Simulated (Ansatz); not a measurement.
The starting structures come from a database of crystals and need not be the phases stable at ambient conditions.

By PBEsol, the system below comes out a metal.

Consider the following.

```
CELL_PARAMETERS angstrom
      3.01480     0.00000     0.00000
      0.00000     5.10832     0.00000
      1.50740     0.00000     2.61089
ATOMIC_POSITIONS crystal
  Li 0.33333 0.75000 0.33333
  Li 0.66667 0.25000 0.66667
```

Space group of this cell: P6_3/mmc, hcp (Mg type). The cell is taken as given.

The current flows along the normal of the first two printed cell vectors, the (100) plane of the conventional cell. No spin-orbit coupling; the value is a mean over 0.1 eV about the Fermi level.

State the ballistic conductance per area according to PBEsol (Ansatz, an electronic-structure program).

0.80 × 10¹⁵ S/m² for both spins.
